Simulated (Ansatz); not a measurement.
**Effect of uniaxial strain ε_yy = −2.10 % on CdS**

The reference is CdS in the zinc blende structure (space group F-43m, No. 216; a = 5.824 Å). Axes: x, y, z lie along the cube axes.

It is then changed as follows: uniaxial strain ε_yy = −2.10 %, all other strain components held at zero, atoms relaxed at fixed cell.

Method: DFT with PBEsol, PAW potentials and a 420 eV plane-wave cutoff in Ansatz (a quantum-chemistry and plane-wave program), no spin-orbit coupling. k-mesh 10×10×10 (Γ-centred); smearing 0.05 eV (Fermi–Dirac).

The volume per atom shrinks by 0.52 Å³ to 24.18 Å³ and the energy goes up by 2.6 meV/atom. The pressure (mean of the normal stresses, compression positive) goes from zero to 1.35 GPa and the band gap is still 1.01 eV. The gap character is still direct at Γ and the electron mass becomes 0.12 mₑ (at Γ) (base: 0.11 mₑ (at Γ)). The hole mass amounts to 0.12 mₑ along y, 0.72 mₑ across (at Γ) and the valence-band top at Γ (three highest levels, from the VBM) changes from 0.00, 0.00, 0.00 eV to 0.00, -0.06, -0.06 eV. The stress (xx, yy, zz, yz, xz, xy; compression positive) is (1.23, 1.59, 1.23, 0.00, 0.00, 0.00) GPa.

Cost of the whole job for the changed cell (relaxation, final SCF and bands): around 30 core-seconds (rough).

Effective masses come from finite differences of ±0.01 Å⁻¹. Stability against distortions was not tested. Labels are those of the standard path for the cell's own space group.
